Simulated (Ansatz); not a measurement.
Ge3N4 (Fd-3m, No. 227, 14 atoms in the cell; start mp-476), treated with PBE-D4 (PAW; Ansatz, a quantum-chemistry and plane-wave program).

Settings: plane-wave cutoff 500 eV, 8×8×8 k mesh, gaussian smearing 0.02 eV, scalar-relativistic PAW data made under PBE.

Cell (relaxed at this level):

```
Ge3N4
1.0
    0.00000     4.12530     4.12530
    4.12530     0.00000     4.12530
    4.12530     4.12530     0.00000
Ge N
6 8
Direct
  0.62500   0.62500   0.62500
  0.12500   0.62500   0.62500
  0.62500   0.62500   0.12500
  0.62500   0.12500   0.62500
  0.00000   0.00000   0.00000
  0.25000   0.25000   0.25000
  0.38303   0.85090   0.38303
  0.86697   0.86697   0.86697
  0.85090   0.38303   0.38303
  0.86697   0.86697   0.39910
  0.38303   0.38303   0.85090
  0.39910   0.86697   0.86697
  0.38303   0.38303   0.38303
  0.86697   0.39910   0.86697
```

Task: What does this level give for the band gap?

Result: 
- band gap: 2.16 eV (on the SCF k mesh)

Note: the relaxation could not lower the start's symmetry, so the cell can be a saddle point above a distorted one.

Spin–orbit coupling is not included.

A start named mp-… is a Materials Project structure, which need not be a measured phase.
